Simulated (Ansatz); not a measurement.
HfN: stress against strain

HfN (rock salt, Fm-3m, 11.405 Å³/atom at rest, cube axes along x, y and z) under a strain ε along a cube axis (axis z), the other axes held. PBEsol in Ansatz, a plane-wave DFT program (PAW, default set), 420 eV, 22×22×22 Γ-centred mesh, Fermi-Dirac smearing 0.10 eV; ions are relaxed within the symmetry of each cell. Stress is positive for a compressed cell.

Here s stands for strain and y for stress zz.

```csv
strain (%),stress zz (GPa)
-3.00,?
-1.50,10.36
-1.00,6.71
-0.50,3.25
0.00,0.00
0.50,-3.06
1.00,-5.94
1.50,-8.65
```

Fit y against s with a straight line, and predict the withheld value at s = -3.00.

Means: s 0, y 0.381. About the means, the sum of products is -44.320 and the sum of squares of s is 7.0000; the slope is their ratio. Least squares gives y = 0.381 - 6.3314·s. Residuals (row less fit): 0.482, -0.002, -0.297, -0.381, -0.275, 0.010, 0.466; standard error 0.390 (degrees of freedom: 5). The slope gives the elastic constant C11 = 633 ± 15 GPa. At the withheld row, y = 0.381 - 6.3314 × (-3.0) = 19.375 GPa. The calculation gives 22.66 GPa, 3.285 GPa above the prediction (10.5 % of the range of y in the table). The row lies outside the fitted rows, so this is an extrapolation. From the scatter of the fitted rows alone, a prediction at this place has a standard error of 0.607 GPa, so the miss is 5.4 times that.

One order more, fitted to all 13 runs of the series, follows each within 0.10, so the miss is the next term of a smooth law. In a metal these values are sensitive to mesh and smearing; energies are taken to zero smearing, stresses follow the free energy. Rows are the converged runs of the series near zero and its far end; series whose fitted rows scatter by over a few per cent of the range, as at a crossing or softening among them, aren't shown in this form. Most that stay on the fit to the last digits aren't either.
